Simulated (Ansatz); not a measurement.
**ZrS2 in the fluorite structure (space group Fm-3m, No. 225; a hypothetical phase, not in the database extracts checked)**

```yaml
crystal:
  lattice:
    - [0.00000, 3.13153, 3.13153]
    - [3.13153, 0.00000, 3.13153]
    - [3.13153, 3.13153, 0.00000]
  atoms:
    - { symbol: Zr, position: [0.00000, 0.00000, 0.00000] }
    - { symbol: S, position: [0.25000, 0.25000, 0.25000] }
    - { symbol: S, position: [0.75000, 0.75000, 0.75000] }
```

Computed with Ansatz (a program for electronic structure), PBE, PAW, cutoff 420 eV, no SOC. k-mesh 13×13×13 (Γ-centred); smearing 0.05 eV (Fermi–Dirac).

```json
{
 "volume_per_atom": "20.47 Å³",
 "density": "4.20 g/cm³",
 "band_gap": "zero",
 "total_energy": "-1997.269 eV/atom (σ→0; compares only within this code and set-up)"
}
```

No phonon test of stability was made. All final runs are without spin polarisation. A zero or small gap of ZrS2 can be the functional's error rather than a property of the material.
